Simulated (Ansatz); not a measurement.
Input and output of a self-consistent single point for Re2Bi (Fd-3m, 6 atoms in the cell) (Ansatz, an electronic-structure program).

Method of the run: PBEsol, default PAW files made with PBE (plane waves; Ansatz).

```yaml
crystal:
  lattice:
    - [0.00000, 3.82812, 3.82812]
    - [3.82812, 0.00000, 3.82812]
    - [3.82812, 3.82812, 0.00000]
  atoms:
    - { symbol: Re, position: [0.12500, 0.12500, 0.12500] }
    - { symbol: Re, position: [0.62500, 0.12500, 0.12500] }
    - { symbol: Re, position: [0.12500, 0.62500, 0.12500] }
    - { symbol: Re, position: [0.12500, 0.12500, 0.62500] }
    - { symbol: Bi, position: [0.75000, 0.75000, 0.75000] }
    - { symbol: Bi, position: [0.50000, 0.50000, 0.50000] }
```

Reference input (self-consistent single point, DFT, PBEsol, plane waves, default PAW files made with PBE): kpoints.mp_grid.grid = 8 8 8; hamiltonian.xc = pbesol; hamiltonian.pseudopotentials = {kind: paw} (the program's default PAW files); scf.occupations.method = cold; scf.occupations.width = 0.01 Ry. This run's input differs from it in these lines:

Ansatz 0.2 input:
```diff
@@ -18,3 +18,3 @@
 scf:
-  occupations: { method: cold, width: 0.01 Ry }
+  occupations: { method: cold, width: 0.0588 Ry }
 output:
```

Output (repeated stretches shortened):

```
SCF iter   1: F=—  HF=-67427.632570 eV  |F-HF|=—  |Δ(HF+E_count)|=         —  Δρ=5.16e-3  dr2=8.66e-3  ethr=1.77e-3  ⟨swp⟩=5.0  Hψ=5273  notcnv=0
all-band conjugate gradients solve this SCF's bands
preconditioner: auto → Kerker (q_TF=auto, 2.630 Å⁻¹)
SCF iter   2: F=—  HF=-67427.633654 eV  |F-HF|=—  |Δ(HF+E_count)|=   1.08e-3  S|Δr|=    0.00e0  Δρ=2.82e-3  dr2=2.99e-3  ethr=9.63e-6  ⟨swp⟩=2.1  Hψ=2527  notcnv=0
SCF iter   3: F=—  HF=-67427.633428 eV  |F-HF|=—  |Δ(HF+E_count)|=   2.26e-4  S|Δr|=    0.00e0  Δρ=2.64e-4  dr2=5.62e-5  ethr=3.33e-6  ⟨swp⟩=2.5  Hψ=2790  notcnv=0
SCF iter   4: F=—  HF=-67427.633413 eV  |F-HF|=—  |Δ(HF+E_count)|=   1.49e-5  S|Δr|=    0.00e0  Δρ=5.97e-5  dr2=2.68e-6  ethr=6.24e-8  ⟨swp⟩=2.3  Hψ=2387  notcnv=0
SCF iter   5: F=—  HF=-67427.633413 eV  |F-HF|=—  |Δ(HF+E_count)|=   4.80e-8  S|Δr|=    0.00e0  Δρ=1.22e-5  dr2=1.32e-7  ethr=2.97e-9  ⟨swp⟩=2.2  Hψ=2163  notcnv=0
SCF iter   6: F=-67427.633413 eV  HF=-67427.633413 eV  |F-HF|=5.62e-9  |Δ(HF+E_count)|=   9.81e-9  S|Δr|=    0.00e0  Δρ=3.14e-6  dr2=1.22e-8  ethr=1.11e-10  ⟨swp⟩=5.2  Hψ=6047  notcnv=0
SCF 1 converged in 6 iterations: F = -67427.633413 eV  dr2 = 1.22e-8
Stability not checked (fill_not_monotonic)
Free energy (F): -67427.633413 eV
Internal energy: -67427.445076 eV  (E = F + TS)
E sigma→0 (E₀):  -67427.570634 eV
Entropy (-TS):   -0.188337 eV (-31.390 meV/atom)
Fermi energy:    19.634747 eV
--- Forces (eV/Å), atoms counted from 1 ---
  atom   1  Re     0.00000000     0.00000000    -0.00000000
   [... zero for the other atoms too ...]
--- Stress (GPa, compression-positive) ---
       -2.371037       0.000000      -0.000000
       -0.000000      -2.371037      -0.000000
        0.000000       0.000000      -2.371037
  P = ⅓ Tr σ = -2.3710 GPa (-23.710 kbar)
  The stress holds the Pulay correction. Without it, at fixed plane waves, as pw.x and ABINIT print it: P = -2.4655 GPa
```

The run converged in 6 iterations. Against the reference run the free energy falls by 17.2 meV/atom and the pressure goes from -2.11 to -2.37 GPa.

The starting cell was generated: these elements placed on a structure prototype, without a prior relaxation; it need not be a known phase or ordering of this composition. Spin polarisation is off. Ansatz's pressure includes its estimate of the finite-basis (Pulay) stress.
